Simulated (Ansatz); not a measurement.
The reference is HfB$_{2}$ (space group P6/mmm, No. 191; a = 3.1279 Å, c = 3.4454 Å).

Modification: a hydrostatic pressure of 0.3 GPa.

Levels (all Ansatz, an electronic-structure program, PAW): PBEsol (420 eV, no spin-orbit coupling); PBEsol+SOC (420 eV, with spin-orbit coupling).

The geometry is relaxed with PBEsol.

| Item | Result |
|---|---|
| PBEsol pressure | 0.3 GPa |

Q: Predict the pressure from PBEsol+SOC.

A: The pressure drops by 0.4 GPa to -0.1 GPa.

Single points use the geometry relaxed with PBEsol. Differences between runs with and without spin-orbit coupling are approximate. Load acts through the strain it causes; cell and atoms are relaxed under it. Whether these cells are dynamically stable was not tested. The runs without spin-orbit coupling are not spin-polarised.
